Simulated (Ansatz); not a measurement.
Cubic perovskite CsHgBr₃ (idealised or unconfirmed structure)

The numbers are results of PBEsol (PAW; Ansatz, a first-principles code), not measurements.

Settings: plane-wave cutoff 520 eV, 10×10×10 k mesh, Fermi–Dirac smearing 0.05 eV, scalar-relativistic PAW data made under PBE.

Cell (relaxed at this level):

```cif
data_Br3CsHg
_chemical_formula_sum 'Cs1 Hg1 Br3'
_space_group_name_H-M_alt 'Pm-3m'
_space_group_IT_number 221
_space_group_name_Hall '-P 4 2 3'
_cell_length_a 5.53361
_cell_length_b 5.53361
_cell_length_c 5.53361
_cell_angle_alpha 90.000
_cell_angle_beta 90.000
_cell_angle_gamma 90.000
loop_
_atom_site_label
_atom_site_type_symbol
_atom_site_symmetry_multiplicity
_atom_site_Wyckoff_symbol
_atom_site_fract_x
_atom_site_fract_y
_atom_site_fract_z
_atom_site_occupancy
Cs1 Cs 1 a 0.00000 0.00000 0.00000 1
Hg1 Hg 1 b 0.50000 0.50000 0.50000 1
Br1 Br 3 c 0.00000 0.50000 0.50000 1
```

```
Quantity                                       Value
------------------------------------------  --------
bulk modulus                                28.8 GPa
band gap                                        none
pressure derivative B′ of the bulk modulus       5.3
```

Note: the relaxation could not lower the start's symmetry, so the cell can be a saddle point above a distorted one.

Spin–orbit coupling is not included; it can open a gap where bands touch, and shift volumes and moduli.

The computed numbers hold no vibrational or temperature effects.

The result took around 4 core-minutes (rough).
